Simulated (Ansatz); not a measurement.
Consider La vacancy in hexagonal La2O3, charge state -3. Computed with PBE, PAW (plane waves to 420 eV; Ansatz, a first-principles code).

Settings: 90 host sites, the relaxed PBE lattice, the Γ point alone, smearing 0.01 eV, spin-restricted, no image-charge correction. No zero-point or tunnelling terms. Spin-orbit coupling is left out. The charge state is imposed; whether it is stable for some Fermi level was not computed. Forms of the defect that were not tried may lie lower.

Barriers: single points on a 2×2×2 k-point mesh shifted by half a step along c at the bands' geometries.

Relaxed starting cell (atoms counted from 1):

```yaml
crystal:
  lattice:
    - [11.82198, 0.00000, 0.00000]
    - [-5.91099, 10.23813, 0.00000]
    - [0.00000, 0.00000, 12.37499]
  atoms:
    - { symbol: La, position: [0.11088, 0.22235, 0.61253] }
    - { symbol: La, position: [0.11032, 0.55126, 0.12404] }
    - { symbol: La, position: [0.10869, 0.55326, 0.62384] }
    - { symbol: La, position: [0.11019, 0.89320, 0.12408] }
    - { symbol: La, position: [0.10866, 0.88926, 0.62368] }
    - { symbol: La, position: [0.44037, 0.22316, 0.12422] }
    - { symbol: La, position: [0.44413, 0.22484, 0.62363] }
    - { symbol: La, position: [0.44056, 0.55135, 0.12409] }
    - { symbol: La, position: [0.44385, 0.55324, 0.62372] }
    - { symbol: La, position: [0.44425, 0.88909, 0.12361] }
    - { symbol: La, position: [0.44437, 0.88933, 0.62390] }
    - { symbol: La, position: [0.78245, 0.22335, 0.12423] }
    - { symbol: La, position: [0.78007, 0.22486, 0.62364] }
    - { symbol: La, position: [0.77768, 0.55594, 0.12498] }
    - { symbol: La, position: [0.77753, 0.55573, 0.62838] }
    - { symbol: La, position: [0.78244, 0.89332, 0.12412] }
    - { symbol: La, position: [0.77995, 0.88913, 0.62360] }
    - { symbol: La, position: [0.22433, 0.10903, 0.37210] }
    - { symbol: La, position: [0.22060, 0.11295, 0.87975] }
    - { symbol: La, position: [0.22438, 0.44937, 0.37197] }
    - { symbol: La, position: [0.22030, 0.44125, 0.87991] }
    - { symbol: La, position: [0.22191, 0.77790, 0.37546] }
    - { symbol: La, position: [0.22124, 0.77766, 0.87568] }
    - { symbol: La, position: [0.55525, 0.11118, 0.37549] }
    - { symbol: La, position: [0.55599, 0.11253, 0.87571] }
    - { symbol: La, position: [0.55697, 0.44550, 0.37964] }
    - { symbol: La, position: [0.55418, 0.44414, 0.87804] }
    - { symbol: La, position: [0.55533, 0.77796, 0.37546] }
    - { symbol: La, position: [0.55576, 0.77754, 0.87564] }
    - { symbol: La, position: [0.88401, 0.10903, 0.37222] }
    - { symbol: La, position: [0.89160, 0.11273, 0.87952] }
    - { symbol: La, position: [0.88802, 0.44555, 0.37965] }
    - { symbol: La, position: [0.88923, 0.44416, 0.87810] }
    - { symbol: La, position: [0.88796, 0.77647, 0.37958] }
    - { symbol: La, position: [0.88928, 0.77913, 0.87804] }
    - { symbol: O, position: [0.98605, 0.97263, 0.98928] }
    - { symbol: O, position: [0.98697, 0.97433, 0.50849] }
    - { symbol: O, position: [0.98623, 0.34746, 0.98917] }
    - { symbol: O, position: [0.98698, 0.34663, 0.50855] }
    - { symbol: O, position: [0.00054, 0.66743, 0.99661] }
    - { symbol: O, position: [0.99892, 0.66643, 0.50238] }
    - { symbol: O, position: [0.33282, 0.00106, 0.99849] }
    - { symbol: O, position: [0.33342, 0.99983, 0.49594] }
    - { symbol: O, position: [0.36046, 0.34717, 0.98903] }
    - { symbol: O, position: [0.35891, 0.34664, 0.50849] }
    - { symbol: O, position: [0.33302, 0.66647, 0.99851] }
    - { symbol: O, position: [0.33306, 0.66673, 0.49599] }
    - { symbol: O, position: [0.66788, 0.00107, 0.99847] }
    - { symbol: O, position: [0.66561, 0.99975, 0.49589] }
    - { symbol: O, position: [0.66623, 0.33263, 0.99662] }
    - { symbol: O, position: [0.66715, 0.33489, 0.50251] }
    - { symbol: O, position: [0.66607, 0.66724, 0.99681] }
    - { symbol: O, position: [0.66693, 0.66639, 0.50229] }
    - { symbol: O, position: [0.11088, 0.22248, 0.39006] }
    - { symbol: O, position: [0.11078, 0.22225, 0.82570] }
    - { symbol: O, position: [0.10835, 0.55683, 0.32463] }
    - { symbol: O, position: [0.11581, 0.55744, 0.82022] }
    - { symbol: O, position: [0.10837, 0.88546, 0.32479] }
    - { symbol: O, position: [0.11580, 0.89235, 0.82010] }
    - { symbol: O, position: [0.44796, 0.22509, 0.32501] }
    - { symbol: O, position: [0.44110, 0.21775, 0.82008] }
    - { symbol: O, position: [0.44797, 0.55689, 0.32460] }
    - { symbol: O, position: [0.44093, 0.55735, 0.82026] }
    - { symbol: O, position: [0.44406, 0.88892, 0.32151] }
    - { symbol: O, position: [0.44440, 0.88936, 0.82306] }
    - { symbol: O, position: [0.77654, 0.22519, 0.32500] }
    - { symbol: O, position: [0.77607, 0.21768, 0.81998] }
    - { symbol: O, position: [0.77764, 0.55584, 0.32419] }
    - { symbol: O, position: [0.77756, 0.55583, 0.82332] }
    - { symbol: O, position: [0.77655, 0.88543, 0.32492] }
    - { symbol: O, position: [0.77596, 0.89229, 0.82000] }
    - { symbol: O, position: [0.22984, 0.10371, 0.18489] }
    - { symbol: O, position: [0.21968, 0.11382, 0.67320] }
    - { symbol: O, position: [0.22986, 0.46018, 0.18448] }
    - { symbol: O, position: [0.21943, 0.43953, 0.67348] }
    - { symbol: O, position: [0.22203, 0.77813, 0.17626] }
    - { symbol: O, position: [0.22367, 0.77880, 0.67545] }
    - { symbol: O, position: [0.55547, 0.11136, 0.17648] }
    - { symbol: O, position: [0.55465, 0.10997, 0.67538] }
    - { symbol: O, position: [0.55748, 0.44565, 0.17895] }
    - { symbol: O, position: [0.55716, 0.44567, 0.68099] }
    - { symbol: O, position: [0.55553, 0.77823, 0.17633] }
    - { symbol: O, position: [0.55453, 0.77876, 0.67543] }
    - { symbol: O, position: [0.87326, 0.10373, 0.18505] }
    - { symbol: O, position: [0.89345, 0.11366, 0.67304] }
    - { symbol: O, position: [0.88777, 0.44587, 0.17897] }
    - { symbol: O, position: [0.88777, 0.44567, 0.68104] }
    - { symbol: O, position: [0.88769, 0.77599, 0.17910] }
    - { symbol: O, position: [0.88780, 0.77613, 0.68091] }
```
Cell charge -3.

End state 1 differs by these moves (Å; atoms that move under 0.08 Å are left out):

| atom | element | Δx | Δy | Δz |
|---|---|---|---|---|
| 1 | La | -0.03 | -0.02 | 0.10 |
| 12 | La | -0.09 | 0.01 | 0.05 |
| 16 | La | -0.03 | -0.09 | 0.06 |
| 18 | La | -0.09 | 0.01 | 0.06 |
| 20 | La | -0.03 | -0.09 | 0.06 |
| 30 | La | 2.05 | 1.18 | -3.01 |
| 31 | La | -0.03 | -0.02 | 0.11 |
| 36 | O | 0.23 | 0.15 | 0.04 |
| 37 | O | 0.24 | 0.12 | 0.04 |
| 38 | O | 0.24 | 0.12 | 0.04 |
| 39 | O | 0.23 | 0.15 | 0.04 |
| 43 | O | -0.01 | 0.01 | 0.10 |
| 44 | O | -0.24 | -0.14 | 0.20 |
| 45 | O | -0.23 | -0.14 | -0.08 |
| 47 | O | 0.01 | 0.00 | 0.10 |
| 48 | O | -0.24 | -0.14 | -0.08 |
| 49 | O | -0.24 | -0.14 | 0.19 |
| 50 | O | -0.01 | 0.01 | 0.10 |
| 52 | O | 0.01 | -0.01 | 0.10 |
| 54 | O | 0.14 | 0.08 | -0.91 |
| 61 | O | 0.01 | 0.06 | 0.07 |
| 63 | O | 0.06 | -0.03 | 0.06 |
| 66 | O | -0.11 | 0.05 | -0.11 |
| 67 | O | 0.03 | 0.02 | 0.10 |
| 70 | O | -0.01 | -0.12 | -0.11 |
| 71 | O | 0.04 | 0.02 | 0.09 |
| 72 | O | -0.11 | 0.05 | -0.11 |
| 73 | O | 0.03 | 0.02 | 0.09 |
| 74 | O | -0.01 | -0.12 | -0.10 |
| 75 | O | 0.04 | 0.02 | 0.09 |
| 79 | O | 0.01 | 0.06 | 0.07 |
| 83 | O | 0.06 | -0.03 | 0.06 |
| 84 | O | 0.14 | 0.08 | -0.92 |

**Question.** What is the computed forward and backward barriers to end state 1 (PBE, PAW)?

**Answer.** forward 1.54 eV, backward 1.54 eV; at the saddle point atom 30 has neighbours 2 O at 2.27, 2 O at 2.54, 2 O at 2.95 Å. The saddle point's order was not checked, and it lies on a symmetry element of the cell, where a band can be held.

End state 2 differs by these moves (Å; atoms that move under 0.08 Å are left out):

| atom | element | Δx | Δy | Δz |
|---|---|---|---|---|
| 1 | La | 0.04 | 0.03 | 0.19 |
| 30 | La | 0.04 | 0.02 | 0.19 |
| 31 | La | 1.91 | 1.11 | 2.98 |
| 36 | O | 0.24 | 0.15 | 0.27 |
| 37 | O | 0.23 | 0.14 | -0.21 |
| 38 | O | 0.24 | 0.14 | 0.27 |
| 39 | O | 0.23 | 0.13 | -0.21 |
| 40 | O | -0.02 | -0.01 | 0.08 |
| 44 | O | -0.25 | -0.14 | 0.15 |
| 45 | O | -0.23 | -0.13 | -0.06 |
| 48 | O | -0.26 | -0.15 | 0.15 |
| 49 | O | -0.22 | -0.12 | -0.05 |
| 54 | O | -0.05 | -0.03 | -0.79 |
| 55 | O | 0.14 | 0.08 | -0.13 |
| 58 | O | 0.03 | 0.03 | -0.07 |
| 66 | O | 0.07 | -0.05 | 0.02 |
| 67 | O | -0.15 | 0.13 | -0.06 |
| 70 | O | -0.01 | 0.09 | 0.03 |
| 71 | O | 0.04 | -0.19 | -0.06 |
| 72 | O | -0.15 | 0.13 | -0.06 |
| 73 | O | 0.07 | -0.05 | 0.03 |
| 74 | O | 0.04 | -0.19 | -0.06 |
| 75 | O | -0.01 | 0.09 | 0.02 |
| 84 | O | 0.14 | 0.08 | -0.13 |
| 85 | O | -0.04 | -0.02 | -0.78 |
| 87 | O | 0.03 | 0.03 | -0.07 |
| 89 | O | 0.04 | 0.01 | -0.07 |

**Question.** What forward and backward barriers to end state 2 does PBE, PAW give?

**Answer.** forward 1.61 eV, backward 1.61 eV; at the saddle point atom 31 has neighbours 2 O at 2.29, 2 O at 2.37 Å. The saddle point's order was not checked, and it lies on a symmetry element of the cell, where a band can be held.

End state 3 differs by these moves (Å; atoms that move under 0.08 Å are left out):

| atom | element | Δx | Δy | Δz |
|---|---|---|---|---|
| 1 | La | -0.03 | 0.00 | 0.14 |
| 2 | La | 1.92 | -3.32 | 0.00 |
| 3 | La | 0.01 | 0.02 | -0.14 |
| 4 | La | 0.05 | -0.09 | 0.00 |
| 20 | La | 0.04 | -0.07 | 0.00 |
| 30 | La | 0.04 | 0.01 | 0.09 |
| 32 | La | -0.03 | -0.03 | -0.09 |
| 36 | O | 0.01 | 0.29 | 0.09 |
| 37 | O | -0.01 | 0.26 | -0.08 |
| 38 | O | 0.24 | -0.43 | 0.00 |
| 39 | O | 0.23 | -0.40 | 0.00 |
| 40 | O | -0.25 | 0.13 | -0.09 |
| 41 | O | -0.22 | 0.14 | 0.08 |
| 44 | O | -0.25 | -0.13 | 0.12 |
| 45 | O | -0.22 | -0.14 | -0.16 |
| 46 | O | 0.24 | 0.15 | -0.12 |
| 47 | O | 0.23 | 0.13 | 0.16 |
| 49 | O | 0.01 | 0.00 | 0.08 |
| 51 | O | -0.01 | -0.02 | -0.08 |
| 54 | O | -0.01 | -0.04 | -0.81 |
| 55 | O | 0.04 | 0.03 | -0.07 |
| 56 | O | 0.04 | -0.01 | 0.81 |
| 57 | O | -0.05 | -0.02 | 0.07 |
| 67 | O | -0.05 | 0.08 | 0.00 |
| 72 | O | -0.14 | 0.08 | -0.11 |
| 74 | O | 0.14 | -0.24 | 0.01 |
| 75 | O | -0.04 | 0.08 | -0.01 |
| 76 | O | 0.00 | 0.16 | 0.10 |
| 84 | O | 0.14 | 0.06 | -0.07 |
| 85 | O | -0.04 | -0.04 | 0.10 |
| 86 | O | -0.12 | -0.09 | 0.07 |
| 87 | O | 0.06 | 0.01 | -0.10 |

**Question.** What is the computed forward and backward barriers to end state 3 (PBE, PAW)?

**Answer.** forward 1.81 eV, backward 1.81 eV; at the saddle point atom 2 has neighbours O at 2.16, O at 2.28, O at 2.45, O at 2.47, O at 2.69 Å. The saddle point's order was not checked.
